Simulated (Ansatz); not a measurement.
The starting structures come from a database of crystals and need not be the phases stable at ambient conditions.

The decay constant κ of evanescent states in the gap governs leakage through a thin film.

```xyz
20
Lattice="5.8481 0.0000 0.0000 0.0000 5.9369 0.0000 -0.0308 0.0000 8.3089" Properties=species:S:1:pos:R:3 pbc="T T T"
Sr     2.9700     2.7384     2.0820
Sr     2.8473     3.1985     6.2270
Sr     5.7868     5.7068     2.0725
Sr     0.0305     0.2301     6.2364
Ca     2.9087     0.0000     4.1545
Ca     0.0000     2.9684     0.0000
Te     2.9241     0.0000     0.0000
Te    -0.0154     2.9684     4.1545
O      5.3556     2.8109     6.0466
O      0.4617     3.1259     2.2624
O      3.3704     5.7794     6.4168
O      2.4469     0.1575     1.8921
O      4.7405     1.3847     3.7679
O      1.0768     4.5522     4.5410
O      4.0163     4.3532     0.3865
O      1.8010     1.5837     7.9224
O      1.3338     4.7997     7.9835
O      4.4835     1.1371     0.3254
O      1.5441     1.8313     4.4798
O      4.2732     4.1056     3.8291
```

The cell is taken as given; by r2SCAN it stands under a pressure of -4.5 GPa.

Transport runs along the normal of the first two printed cell vectors.

No gap correction and no spin-orbit coupling; mid-gap is the computed energy nearest the middle.

**Question.** State the band gap and the smallest decay constant κ at mid-gap according to r2SCAN in Ansatz (a first-principles code).

**Answer.** Gap 3.87 eV on a 6×6×4 mesh; κ = 0.353 1/Å, at the zone centre.
